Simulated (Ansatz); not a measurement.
## LaTiO₂N (Imma, No. 74, 10 atoms in the cell; start mp-1222753)

Level of theory: r²SCAN (PAW; Ansatz, an electronic-structure program).

Numerical settings: plane-wave cutoff 560 eV, 8×8×8 k mesh, Fermi–Dirac smearing 0.01 eV, no spin polarisation, scalar-relativistic PAW data made under PBE.

Cell (relaxed at this level):

```cif
data_La4N4O8Ti4
_chemical_formula_sum 'La4 Ti4 N4 O8'
_space_group_name_H-M_alt 'Imma'
_space_group_IT_number 74
_space_group_name_Hall '-I 2b 2'
_cell_length_a 5.51870
_cell_length_b 7.95227
_cell_length_c 5.57129
_cell_angle_alpha 90.000
_cell_angle_beta 90.000
_cell_angle_gamma 90.000
loop_
_space_group_symop_operation_xyz
  'x, y, z'
  '-x, -y, -z'
  '-x, -y+1/2, z'
  'x, y+1/2, -z'
  'x, -y, -z'
  '-x, y, z'
  '-x, y+1/2, -z'
  'x, -y+1/2, z'
  'x+1/2, y+1/2, z+1/2'
  '-x+1/2, -y+1/2, -z+1/2'
  '-x+1/2, -y, z+1/2'
  'x+1/2, y, -z+1/2'
  'x+1/2, -y+1/2, -z+1/2'
  '-x+1/2, y+1/2, z+1/2'
  '-x+1/2, y, -z+1/2'
  'x+1/2, -y, z+1/2'
loop_
_atom_site_label
_atom_site_type_symbol
_atom_site_symmetry_multiplicity
_atom_site_Wyckoff_symbol
_atom_site_fract_x
_atom_site_fract_y
_atom_site_fract_z
_atom_site_occupancy
La1 La 4 e 0.00000 0.75000 0.00123 1
Ti1 Ti 4 b 0.00000 0.00000 0.50000 1
N1 N 4 e 0.00000 0.25000 0.43598 1
O1 O 8 g 0.25000 0.53347 0.25000 1
```
(The calculation used a cell of 10 atoms; values per cell refer to that cell.)

```
Item                            Value
--------  ---------------------------
band gap  1.27 eV (on the SCF k mesh)
```

Note: the relaxation could not lower the start's symmetry, so the cell can be a saddle point above a distorted one.

Spin–orbit coupling is not included.

Computed values are for the static lattice.

A start named mp-… is a Materials Project structure, which need not be a measured phase.
